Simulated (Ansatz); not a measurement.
The parent structure is Mg$_{2}$Si (space group Fm-3m, No. 225; a = 6.3261 Å).

Level of theory: Ansatz (a program for electronic structure), PBEsol, PAW, cutoff 420 eV, spin-orbit coupling left out.

Before the change:

- Band gap = 0.12 eV
- Electron mass = 0.58 mₑ along k, 0.18 mₑ across (at X)

One thing is altered: C takes the place of Si on all its sites, then cell and atoms are relaxed.

Predict the new band gap.

The band gap rises by 0.57 eV to 0.69 eV.

How does this affect the electron mass?

The electron mass becomes 0.48 mₑ along k, 0.21 mₑ across (at X) (base: 0.58 mₑ along k, 0.18 mₑ across (at X)).

Effective masses come from finite differences of ±0.01 Å⁻¹. Along k means along the line from Γ to the band edge. Whether these cells are dynamically stable was not tested. As relaxed here, Mg2C is a hypothetical phase, not in the database extracts checked. A zero or small gap of Mg2Si can be the functional's error rather than a property of the material.
